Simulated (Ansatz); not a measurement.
Input:

```yaml
crystal:
  lattice:
    - [0.00000, 2.78762, 2.88608]
    - [2.78762, 0.00000, 2.88608]
    - [2.78762, 2.78762, 0.00000]
  atoms:
    - { symbol: Al, position: [0.00000, 0.00000, 0.00000] }
    - { symbol: As, position: [0.75000, 0.75000, 0.75000] }
```

Computed with PBEsol with spin-orbit coupling, rigid bands (plane waves, PAW; Ansatz, a program for electronic structure). Condition of this run: biaxial stress xx = yy = 2 GPa (compression positive) (the target of the relaxation). Cell: cell and atoms relaxed with PBEsol, then loaded as said.

Predict the electron conductivity mass (n e² τ/σ) at 300 K, by direction if it differs.

0.38 (x), 0.38 (y), 0.26 (z) mₑ.

Predict the hole conductivity mass (n e² τ/σ) at 300 K, by direction if it differs.

0.44 (x), 0.44 (y), 0.67 (z) mₑ.

And the band gap?

1.10 eV at this level; semilocal functionals usually fall short of the measured gap.

Rigid bands, one relaxation time for all states, no polarons.
